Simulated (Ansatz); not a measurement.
# WS2 under a change: W → I

Start from WS₂ in the 2H-MoS2 type structure (space group P6_3/mmc, No. 194; a = 3.170 Å, c = 12.492 Å; layered, stacked along the Cartesian z axis).

Modification: every W is replaced by I, then cell and atoms are relaxed.

The values are results of Ansatz (a quantum-chemistry and plane-wave program), r2SCAN+rVV10, PAW, cutoff 500 eV, without spin-orbit coupling, not measurements. k-mesh 15×15×4 (Γ-centred); smearing 0.05 eV (Fermi–Dirac), for the changed cell.

```json
[
 {"quantity": "density", "base": "7.58 g/cm³", "changed": "4.65 g/cm³", "shift": "-2.921 g/cm³"},
 {"quantity": "lattice parameter a", "base": "3.170 Å", "changed": "3.571 Å", "shift": "+0.401 Å"},
 {"quantity": "c/a ratio", "base": "3.941", "changed": "3.456", "shift": "-0.485"},
 {"quantity": "space group", "base": "P6_3/mmc (No. 194)", "changed": "P6_3/mmc (No. 194)", "shift": "–"},
 {"quantity": "shortest interatomic distance", "base": "2.407 Å", "changed": "2.518 Å", "shift": "+0.111 Å"},
 {"quantity": "band gap", "base": "1.13 eV", "changed": "zero", "shift": "–"}
]
```

With W present, leaving out spin-orbit coupling can change the band edges. Whether these cells are dynamically stable was not tested. As relaxed here, S2I is a hypothetical phase, not in the database extracts checked. The final runs are not spin-polarised.
